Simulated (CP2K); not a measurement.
## Parameter sweep on Ba2Bi3O7 (Pmm2, 12 atoms in the cell)

```
Ba2Bi3O7
1.0
    4.37099     0.00000     0.00000
    0.00000    12.35877     0.00000
    0.00000     0.00000     4.39249
Ba Bi O
2 3 7
Direct
  0.00000   0.20713   0.52403
  0.00000   0.79287   0.52403
  0.50000   0.36409   0.01701
  0.50000   0.63591   0.01701
  0.50000   0.00000   0.01658
  0.00000   0.00000   0.83860
  0.50000   0.33594   0.51648
  0.50000   0.66406   0.51648
  0.00000   0.33835   0.01403
  0.00000   0.66165   0.01403
  0.50000   0.18160   0.02327
  0.50000   0.81840   0.02327
```

Base run A: CP2K with LDA (Pade form), GPW, DZVP-MOLOPT-SR-GTH basis, GTH-PADE potentials (GTH_POTENTIALS), self-consistent single point.

Its settings: CUTOFF = 500 Ry; REL_CUTOFF = 50 Ry; SMEAR/METHOD = METHFESSEL_PAXTON; SIGMA = 0.136 eV; KPOINTS/SCHEME = MONKHORST-PACK 8 3 8; GAMMA_CENTERED = T; XC_FUNCTIONAL = PADE; Ba/BASIS_SET = DZVP-MOLOPT-SR-GTH-q10; Ba/POTENTIAL = GTH-PADE-q10; Bi/BASIS_SET = DZVP-MOLOPT-SR-GTH-q5; Bi/POTENTIAL = GTH-PADE-q5; O/BASIS_SET = DZVP-MOLOPT-SR-GTH-q6; O/POTENTIAL = GTH-PADE-q6; METHOD = GPW; EPS_DEFAULT = 1e-10; NGRIDS = 5; SCF_GUESS = ATOMIC; EPS_SCF = 1e-06; MAX_SCF = 100; ADDED_MOS = 13.

The starting cell comes from a database of computed structures (which also holds hypothetical and non-ambient phases and stackings), without a prior relaxation at this level. Values carry the incompleteness of an atom-centred basis. In the base run, with a pressure of about -5 GPa the cell is away from its equilibrium volume at this level.

ΔF is the free energy per atom less that of run A. 

Run A gave: pressure (GPa) -4.53; largest force (eV/Å) 0.247; TS (meV/atom) 0.2.

Runs:
- B: SMEAR/METHOD: METHFESSEL_PAXTON → GAUSSIAN; SIGMA: 0.136 eV → 0.1 eV
- C: SMEAR/METHOD: METHFESSEL_PAXTON → GAUSSIAN; SIGMA: 0.136 eV → 0.3 eV
- D: SMEAR/METHOD: METHFESSEL_PAXTON → FERMI_DIRAC; SIGMA: 0.136 eV → default; ELECTRONIC_TEMPERATURE: default → 1160.45 K
- E: SMEAR/METHOD: METHFESSEL_PAXTON → FERMI_DIRAC; SIGMA: 0.136 eV → default; ELECTRONIC_TEMPERATURE: default → 2320.9 K
- F: SIGMA: 0.136 eV → 0.05 eV
- G: SIGMA: 0.136 eV → 0.1 eV
- H: SMEAR/METHOD: METHFESSEL_PAXTON → MARZARI_VANDERBILT; SIGMA: 0.136 eV → 0.1 eV
- I: SMEAR/METHOD: METHFESSEL_PAXTON → MARZARI_VANDERBILT; SIGMA: 0.136 eV → 0.2 eV

Task: What does run C change against A?

Result: The free energy drops by 3.6 meV/atom, the pressure moves little (-4.53 to -4.48 GPa) and the largest force goes from 0.247 to 0.233 eV/Å.

```tsv
run	ΔF (meV/atom)	pressure (GPa)	largest force (eV/Å)	TS (meV/atom)
A	0.00	-4.53	0.247	0.2
B	-0.41	-4.53	0.243	0.9
C	-3.6	-4.48	0.233	7.3
D	-2.7	-4.50	0.233	5.4
E	-12.2	-4.21	0.248	28.5
F	0.07	-4.52	0.260	0.0
G	0.04	-4.53	0.254	0.1
H	-0.04	-4.53	0.248	0.3
I	-0.24	-4.56	0.227	-0.2
```
